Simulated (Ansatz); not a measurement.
## NaCl under a change: isotropic strain −1.00 %

Take NaCl in the rock salt structure (space group Fm-3m, No. 225; a = 5.696 Å) as the base.

Modification: every lattice vector is shortened by 1.00 %, atoms relaxed at fixed cell.

The values are results of PBE (Ansatz, a program for electronic structure; PAW; 420 eV plane waves; scalar-relativistic without spin-orbit coupling), not measurements. Settings: 10×10×10 k-points, 0.05 eV Fermi–Dirac smearing.

The volume per atom shrinks by 0.686 Å³, from 23.09 Å³ to 22.41 Å³ and the space group is still Fm-3m (No. 225). The energy increases by 1.6 meV/atom and the pressure goes from zero to 0.77 GPa. The band gap rises by 0.11 eV to 5.11 eV and the gap character stays direct at Γ. The mean gap deformation potential ΔEg/Δln V is -3.8 eV and the width of the top valence band increases by 0.04 eV to 0.75 eV. The electron mass is still 0.40 mₑ (at Γ) and the hole mass (degenerate bands, along [100]) goes from 0.65, 2.9, 2.9 mₑ (at Γ) to 0.64, 2.8, 2.8 mₑ (at Γ).

Masses are band curvatures over ±0.01 Å⁻¹ around the edge. No phonon test of stability was made.
